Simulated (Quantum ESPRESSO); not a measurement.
**Parameter sweep on MgCd₃ (P6_3/mmc, 8 atoms in the cell)**

```
MgCd3
1.0
    6.33171     0.00000     0.00000
   -3.16586     5.48342     0.00000
    0.00000     0.00000     4.85447
Mg Cd
2 6
Direct
  0.66667   0.33333   0.75000
  0.33333   0.66667   0.25000
  0.66598   0.83299   0.75000
  0.33402   0.16701   0.25000
  0.83299   0.66598   0.25000
  0.16701   0.33402   0.75000
  0.16701   0.83299   0.75000
  0.83299   0.16701   0.25000
```

Base run A: PBEsol, GBRV 1.5 ultrasoft (PBESOL) pseudopotentials (Quantum ESPRESSO 7.5), self-consistent single point.

Its settings: ecutwfc = 40 Ry; ecutrho = 200 Ry; occupations = smearing; smearing = marzari-vanderbilt; degauss = 0.0036749 Ry; potentials = {Mg: mg_pbesol_v1.4.uspp.F.UPF, Cd: cd_pbesol_v1.uspp.F.UPF}; K_POINTS = automatic 4 4 5 0 0 0; conv_thr = 1e-09 Ry; mixing_beta = 0.7.

The starting cell comes from a database of computed structures (which also holds hypothetical and non-ambient phases and stackings), without a prior relaxation at this level.

ΔF is the free energy per atom less that of run A. 

```tsv
run	change	ΔF (meV/atom)	pressure (GPa)	largest force (eV/Å)	iterations
A	base	0.00	-1.71	0.027	11
B	diagonalization: default → cg	0.00	-1.72	0.027	11
C	diagonalization: default → paro	0.00	-1.71	0.027	9
D	diagonalization: default → rmm-davidson	0.00	-1.72	0.028	11
E	diagonalization: default → rmm-paro	0.00	-1.71	0.027	11
F	diago_david_ndim: default → 3	0.00	-1.71	0.028	9
G	diago_david_ndim: default → 4	0.00	-1.71	0.027	10
H	diago_full_acc: default → true	0.00	-1.71	0.028	10
```

Runs B, C, D, E, F, G, H gave the same state as A (within 1 meV/atom).
